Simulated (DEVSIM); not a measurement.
abrupt Si n-p junction

System: abrupt Si n-p junction, at 250 K.

| layer (left to right) | material | thickness (μm) | Nd (cm⁻³) | Na (cm⁻³) | τn (s) | τp (s) |
|---|---|---|---|---|---|---|
| 1 | Si | 92.0 | 1.2e18 | - | 1.5e-5 | 1.5e-5 |
| 2 | Si | 0.920 | - | 2.6e15 | 1.5e-5 | 1.5e-5 |

Left contact: ohmic. Right contact: ohmic. Voltage is applied to the left contact. Recombination: SRH at mid-gap. Mobility is μmin + (μ − μmin)/(1 + (N/Nref)^α).

This is a model device: material constants are rounded textbook-type values typed into the input, and sizes, dopings and lifetimes were drawn at random. Values at 300 K; Nc and Nv go as T^1.5, mobilities as T to minus their exponent, the gap by Varshni's rule with the affinity fixed.

```tsv
parameter	Si
gap (eV)	1.124
affinity (eV)	4.05
permittivity	11.7
Nc (cm⁻³)	2.86e19
Nv (cm⁻³)	3.1e19
μn (cm²/Vs)	1417
μp (cm²/Vs)	470
μn,min	52
μp,min	45
Nref,n	9.7e16
Nref,p	2.2e17
αn	0.68
αp	0.72
T exponent of μn	2.3
T exponent of μp	2.2
Varshni α (eV/K)	0.000473
Varshni β (K)	636
```

Model (solved in DEVSIM): 1D drift-diffusion, Boltzmann statistics, complete ionisation; no tunnelling, impact ionisation, image-force lowering or self-heating.

Potential step across the device at zero bias: 0.877 V
Largest field in the device at zero bias: 58000 V/cm
Dark forward voltage at 1 A/cm²: 0.624 V
Dark forward voltage at 100 A/cm²: 0.746 V

Small-signal capacitance in reverse bias (quasi-static):

```tsv
V (V)	C (nF/cm²)
0.2	14.8
0.5	13.0
1	11.6
1.5	11.3
2	11.3
3	11.2
4	11.2
5	11.2
6.5	11.2
8	11.2
10	11.2
```

Dark forward current:

(V (V), J (A/cm²)): (-0.05, -9.4e-12); (-0.10, -7.1e-11); (-0.15, -5.8e-10); (-0.20, -5.1e-9); (-0.25, -4.8e-8); (-0.30, -4.5e-7); (-0.35, -4.3e-6); (-0.40, -4.1e-5); (-0.45, -0.00040); (-0.50, -0.0038); (-0.55, -0.036); (-0.60, -0.34); (-0.65, -3.1); (-0.70, -24); (-0.75, -110); (-0.80, -300); (-0.85, -540); (-0.90, -830); (-0.95, -1100); (-1.00, -1500); (-1.05, -1800); (-1.10, -2100)
